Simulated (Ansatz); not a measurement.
For BeTe (model structure, started from the WC type, P-6m2, No. 187, 2 atoms in the cell), PBE (Ansatz, an electronic-structure program, plane waves, PAW) gives:

```
Item                                    Value
------------------------------  -------------
equilibrium lattice constant a        3.721 Å
c axis length                         3.358 Å
formation enthalpy              0.404 eV/atom
```

Question: What does r²SCAN in Ansatz (PAW) give for the same quantities?

Answer: 
- lattice constant a: 3.741 Å (goes up by 0.5 %)
- lattice parameter c: 3.351 Å (falls by 0.2 %)
- formation enthalpy: 0.410 eV/atom (rises by 0.006 eV/atom)

Changes are worked out from the printed values.

Unless a cell is named, each level is at its own relaxed cell (PBE 20.13, r²SCAN 20.31 Å³/atom).

Levels without +SOC leave out spin–orbit coupling, which shifts energies and cells of such heavy elements.

Ansatz's density-functional and Hartree–Fock values are scalar-relativistic unless marked +SOC, with PAW data made under PBE.

A model structure was made by putting elements into a prototype or built by hand; it is no filed structure, need not be a known phase, and can be a saddle point held by its symmetry.
